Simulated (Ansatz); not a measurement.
Sr3AsN: response to strain

Consider Sr3AsN in the anti-perovskite structure (space group Pm-3m, No. 221; a cell from a computed database, its experimental status unchecked).

```xyz
5
Lattice="5.0413 0.0000 0.0000 0.0000 5.0413 0.0000 0.0000 0.0000 5.0413" Properties=species:S:1:pos:R:3 pbc="T T T"
Sr     0.0000     2.5206     2.5206
Sr     2.5206     0.0000     2.5206
Sr     2.5206     2.5206     0.0000
As     0.0000     0.0000     0.0000
N      2.5206     2.5206     2.5206
```

Cartesian axes are those of the cell as printed.

Strains are applied to the cell and any free atomic positions relax.

All numbers come from Kohn–Sham DFT with the PBEsol functional, run in Ansatz (an electronic-structure program) with PAW and 420 eV plane waves, scalar-relativistic without spin-orbit coupling.

Q: Only one of these has no band gap. Which?
A. uniaxial strain ε_xx = +0.75 %
B. tensor shear ε_xy = +0.73 %
C. uniaxial strain ε_zz = −5.79 %

A: C, uniaxial strain ε_zz = −5.79 %. Computed: uniaxial strain ε_zz = −5.79 %: zero; tensor shear ε_xy = +0.73 %: 0.37 eV; uniaxial strain ε_xx = +0.75 %: 0.35 eV

The mesh was chosen for an insulator and is coarse for the gapless case. Whether these cells are dynamically stable was not tested. The final runs are not spin-polarised. A zero or small gap of Sr3AsN under uniaxial strain ε_zz = −5.79 % can be the functional's error rather than a property of the material.
